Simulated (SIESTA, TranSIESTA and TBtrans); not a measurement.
Rh chain with one Ru atom in place of Rh

Device: Rh chain with one Ru atom in place of Rh. Leads: straight Rh chain, spacing 2.3 Å. Geometry: as built, not relaxed.

Computed with TranSIESTA and TBtrans, PBE, DZP numerical orbitals (energy shift 0.15 eV), PseudoDojo norm-conserving scalar-relativistic potentials, mesh cutoff 200 Ry, 300 K, spin-polarised (collinear), no spin-orbit coupling; self-consistent non-equilibrium Green functions.

```
Item                                                           Result
-------------------------------------------------------------  ------
Conductance at 300 K (G0 = 2e²/h)                                4.40
Mean T from −0.5 to 0.5 eV                                       4.16
Spin polarisation of the conductance, (up − down)/(up + down)   -0.10
```

Energies count from the leads' Fermi level. Transmissions are for each spin. The energy step is 0.01 eV; narrower resonances are cut or missed.

| E (eV) | T up | T down | lead channels up | down |
|---|---|---|---|---|
| -2.00 | 2.99 | 2.85 | 3 | 3 |
| -1.90 | 2.98 | 2.84 | 3 | 3 |
| -1.80 | 2.98 | 2.84 | 3 | 3 |
| -1.70 | 2.98 | 2.83 | 3 | 3 |
| -1.60 | 2.98 | 2.83 | 3 | 3 |
| -1.50 | 2.98 | 2.82 | 3 | 3 |
| -1.40 | 2.99 | 2.82 | band edge | 3 |
| -1.30 | 3.03 | 2.82 | 5 | 3 |
| -1.20 | 3.71 | 2.81 | 6 | 3 |
| -1.10 | 4.48 | 2.81 | 6 | 3 |
| -1.00 | 5.05 | 3.51 | 6 | 4 |
| -0.90 | 5.21 | 4.34 | 6 | band edge |
| -0.80 | 5.01 | 5.70 | 6 | band edge |
| -0.70 | 4.45 | 5.69 | 6 | 6 |
| -0.60 | 4.19 | 5.39 | 6 | 6 |
| -0.50 | 4.49 | 5.02 | band edge | 6 |
| -0.40 | 3.93 | 4.80 | 4 | 6 |
| -0.30 | 3.94 | 4.68 | 4 | 6 |
| -0.20 | 3.95 | 4.64 | 4 | 6 |
| -0.10 | 3.95 | 4.76 | 4 | 6 |
| 0.00 | 3.95 | 4.96 | 4 | 6 |
| 0.10 | 3.94 | 4.02 | 4 | band edge |
| 0.20 | 3.92 | 3.61 | 4 | 4 |
| 0.30 | 3.87 | 3.59 | 4 | 4 |
| 0.40 | 3.78 | 3.57 | 4 | 4 |
| 0.50 | 3.62 | 3.54 | 4 | 4 |
| 0.60 | 3.29 | 3.49 | 4 | 4 |
| 0.70 | 2.59 | 3.41 | 3 | 4 |
| 0.80 | 2.24 | 3.29 | 3 | 4 |
| 0.90 | 1.00 | 3.07 | 1 | 4 |
| 1.00 | 1.00 | 2.63 | 1 | 4 |
| 1.10 | 1.00 | 2.10 | 1 | 3 |
| 1.20 | 1.00 | 1.14 | 1 | band edge |
| 1.30 | 1.00 | 1.00 | 1 | 1 |
| 1.40 | 1.00 | 1.00 | 1 | 1 |
| 1.50 | 1.00 | 1.00 | 1 | 1 |
| 1.60 | 1.00 | 1.00 | 1 | 1 |
| 1.70 | 1.00 | 1.00 | 1 | 1 |
| 1.80 | 1.00 | 1.00 | 1 | 1 |
| 1.90 | 1.00 | 1.00 | 1 | 1 |
| 2.00 | 1.00 | 1.00 | 1 | 1 |

The magnetic order of the leads was set by the start, and no other order was tried; the separate lead runs end at 0.62 (left) and 0.62 (right) μB an atom. The straight chain is held at its spacing; free chains may zigzag or dimerise.
